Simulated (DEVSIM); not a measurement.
# Si p-i-n diode

Structure: Si p-i-n diode, at 300 K.

```tsv
layer (left to right)	material	thickness (μm)	Nd (cm⁻³)	Na (cm⁻³)	τn (s)	τp (s)
1	Si	0.110	-	1.5e19	3.7e-6	3.7e-6
2	Si	7.50	1.7e11	-	3.7e-6	3.7e-6
3	Si	1.60	1.8e18	-	3.7e-6	3.7e-6
```

Left contact: ohmic. Right contact: ohmic. Voltage is applied to the left contact. Recombination: SRH at mid-gap, radiative, Auger. Mobility is constant in doping.

This is a model device: material constants are rounded textbook-type values typed into the input, and sizes, dopings and lifetimes were drawn at random. Values at 300 K.

| parameter | Si |
|---|---|
| gap (eV) | 1.124 |
| affinity (eV) | 4.05 |
| permittivity | 11.7 |
| Nc (cm⁻³) | 2.86e19 |
| Nv (cm⁻³) | 3.1e19 |
| μn (cm²/Vs) | 1417 |
| μp (cm²/Vs) | 470 |
| B (cm³/s) | 4.7e-15 |
| Cn (cm⁶/s) | 2.8e-31 |
| Cp (cm⁶/s) | 9.9e-32 |

Model (solved in DEVSIM): 1D drift-diffusion, Boltzmann statistics, complete ionisation; no tunnelling, impact ionisation, image-force lowering or self-heating.

- Potential step across the device at zero bias: 1.034 V
- Dark forward voltage at 1 A/cm²: 0.671 V
- Dark forward voltage at 100 A/cm²: 0.797 V

Small-signal capacitance in reverse bias (quasi-static):

| V (V) | C (nF/cm²) |
|---|---|
| -0.04 | 1.69 |
| -0.1 | 1.65 |
| -0.2 | 1.60 |
| -0.3 | 1.57 |
| -0.4 | 1.54 |
| -0.6 | 1.51 |
| -0.8 | 1.49 |
| -1 | 1.47 |
| -1.3 | 1.46 |
| -1.6 | 1.45 |
| -2 | 1.43 |

Dark forward current:

(V (V), J (A/cm²)): (0.05, 5.7e-8); (0.10, 2.3e-7); (0.20, 2.6e-6); (0.25, 9.0e-6); (0.30, 3.2e-5); (0.40, 0.00035); (0.45, 0.0011); (0.50, 0.0038); (0.55, 0.015); (0.65, 0.45); (0.70, 2.9); (0.75, 18); (0.85, 580); (0.90, 2400)
